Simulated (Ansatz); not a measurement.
This Ansatz (an electronic-structure program) input is the reference run, NiSi$_{2}$ (space group Fm-3m, No. 225; non-magnetic), computed with Ansatz, r2SCAN, PAW, cutoff 500 eV, without spin-orbit coupling:

Ansatz 0.2 input:
```yaml
crystal:
  lattice:
    - [0, 2.6934942452, 2.6934942452]
    - [2.6934942452, 0, 2.6934942452]
    - [2.6934942452, 2.6934942452, 0]
  atoms:
    - { symbol: Ni, position: [0, 0, 0] }
    - { symbol: Si, position: [0.25, 0.25, 0.25] }
    - { symbol: Si, position: [0.75, 0.75, 0.75] }
basis: { ecutwfc: 500, ecutrho_ratio: 4, xc_grid: 4, fft_grid_basis: typed }
kpoints: { mp_grid: { grid: [15, 15, 15] } }
hamiltonian:
  xc: r2scan
  dispersion: none
  pseudopotentials: { kind: paw }
scf: { occupations: { method: fermi_dirac, width: 0.05 }, convergence: { dr2_threshold: 0.0000000003 } }
output: { forces: true, stress: true }
checkpoint: { write: state.ck, write_every: 1000 }
```

Question: Write the input for this change: cell and atoms relaxed at a pressure of 0.3 GPa.

Answer: 
Ansatz 0.2 input:
```yaml
crystal:
  lattice:
    - [0, 2.6934942452, 2.6934942452]
    - [2.6934942452, 0, 2.6934942452]
    - [2.6934942452, 2.6934942452, 0]
  atoms:
    - { symbol: Ni, position: [0, 0, 0] }
    - { symbol: Si, position: [0.25, 0.25, 0.25] }
    - { symbol: Si, position: [0.75, 0.75, 0.75] }
basis: { ecutwfc: 500, ecutrho_ratio: 4, xc_grid: 4, fft_grid_basis: typed }
kpoints: { mp_grid: { grid: [15, 15, 15] } }
hamiltonian:
  xc: r2scan
  dispersion: none
  pseudopotentials: { kind: paw }
scf: { occupations: { method: fermi_dirac, width: 0.05 } }
relax: { f_tol: 0.01, max_steps: 60, cell: { stress_tol: 0.02, p_target: 0.3 } }
output: { forces: true, stress: true }
checkpoint: { write: state.ck, write_every: 1000 }
```
This is the input that was run.

Load acts through the strain it causes; cell and atoms are relaxed under it. Whether these cells are dynamically stable was not tested. Seeded moments were not kept for the base. The final runs are not spin-polarised.
